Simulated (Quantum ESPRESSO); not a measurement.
## Several settings converged on Cs (Im-3m, 1 atom in the cell)

```
Cs
1.0
   -3.03475     3.03475     3.03475
    3.03475    -3.03475     3.03475
    3.03475     3.03475    -3.03475
Cs
1
Direct
  0.00000   0.00000   0.00000
```

Base method: PBEsol, PseudoDojo standard norm-conserving (PBESOL) pseudopotentials (plane waves; Quantum ESPRESSO).

Base settings: ecutwfc = 50 Ry; occupations = smearing; smearing = gauss; degauss = 0.0073499 Ry; potentials = {Cs: Cs.upf}; K_POINTS = automatic 8 8 8 0 0 0; conv_thr = 1e-09 Ry.

The count of work is k-points × plane waves × bands × iterations; it is no time. 

**The k-point mesh at a smearing width of 0.05 eV**

In this ladder: degauss = 0.0036749 Ry.

The second cell is the first with its lattice scaled by 0.98.

Only quantities that move along the ladder and can be compared are tabulated.

```tsv
K_POINTS	free energy less the last step's (meV/atom)	energy of the compressed cell less the first (meV/atom)	pressure (GPa)	count of work / last
automatic 3 3 3 0 0 0	-75.59	-3.21	-0.14	0.021
automatic 4 4 4 0 0 0	56.12	-0.26	-0.04	0.041
automatic 5 5 5 0 0 0	-5.16	-0.55	-0.08	0.051
automatic 7 7 7 0 0 0	-2.06	0.28	-0.06	0.10
automatic 10 10 10 0 0 0	3.54	0.11	-0.06	0.24
automatic 15 15 15 0 0 0	-0.55	-0.16	-0.07	0.62
automatic 18 18 18 0 0 0	0.00	0.18	-0.06	1.0
```

Coarsest K_POINTS that holds the pressure within 0.05 GPa of the last step, with all finer ones: automatic 4 4 4 0 0 0, at 0.041 of the last step's count of work; the step before is off by 0.08 GPa.

Coarsest K_POINTS that holds the free energy within 1 meV/atom: not settled: the last two steps still differ by 0.55 meV/atom, over half the tolerance, so the ladder does not show it.

Coarsest K_POINTS that holds the energy of the compressed cell less the first within 2 meV/atom of the last step, with all finer ones: automatic 4 4 4 0 0 0, at 0.041 of the last step's count of work; the step before is off by 3.4 meV/atom.

The energy difference between the two cells stays within 1 meV/atom of the last step's from automatic 4 4 4 0 0 0 on, the total only from automatic 15 15 15 0 0 0 on: much of the error is common to both cells and cancels.

**The width of Methfessel-Paxton smearing**

In this ladder: smearing = mp; K_POINTS = automatic 13 13 13 0 0 0.

Narrow widths need finer meshes than wide ones, so the last steps can hold mesh noise.

Only quantities that move along the ladder and can be compared are tabulated; pressure and forces are left out, as mesh noise rules them at narrow widths.

| degauss | free energy less the last step's (meV/atom) |
|---|---|
| 0.073499 Ry | 11.27 |
| 0.036749 Ry | -1.83 |
| 0.02205 Ry | -0.11 |
| 0.0147 Ry | 0.42 |
| 0.0073499 Ry | 0.00 |

Widest degauss that holds the free energy within 5 meV/atom of the last step, with all finer ones: 0.036749 Ry; the step before is off by 11 meV/atom.

On the base run: the starting cell has typed, rounded lattice constants, without a prior relaxation at this level. Its lattice was rescaled by up to half a per cent.

Left out of this page: 2 runs of the series outside the window shown, repeating another row's setting, or not comparable.
